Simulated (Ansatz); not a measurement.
Band gap of SiC (model structure, P6₂22, No. 180, 6 atoms in the cell) at several levels of theory

No measured value is used here.

```csv
level (code),value (eV),cell (Å³/atom)
LDA (Ansatz),[?],9.36
PBEsol (Ansatz),0.77 (indirect),9.54
r²SCAN (Ansatz),1.18 (indirect),9.59
r²SCAN+rVV10 (Ansatz),[?],9.57
G0W0@PBEsol (Ansatz),1.61 (indirect),9.53
G0W0@PBEsol+SOC (Ansatz),1.61,9.53
```

Some entries are withheld; supply them.


- LDA (Ansatz, a quantum-chemistry and plane-wave program), value (eV): 0.83 (indirect)
- r²SCAN+rVV10 (Ansatz), value (eV): 1.16 (indirect)

Computed values are for a static lattice.  G0W0@PBEsol, G0W0@PBEsol+SOC: the correction to the complete basis was taken at k points off the band edges. G0W0@PBEsol+SOC: spin–orbit coupling enters as the shift of the gap found with a semilocal functional. Values are at the level's own equilibrium cell; G0W0@PBEsol at the PBEsol cell; G0W0@PBEsol+SOC at the PBEsol cell. Cutoffs differ between the levels. Ansatz's density-functional and Hartree–Fock values are scalar-relativistic unless marked +SOC, with PAW data made under PBE.

A model structure was made by putting elements into a prototype or built by hand; it is no filed structure, need not be a known phase, and can be a saddle point held by its symmetry.
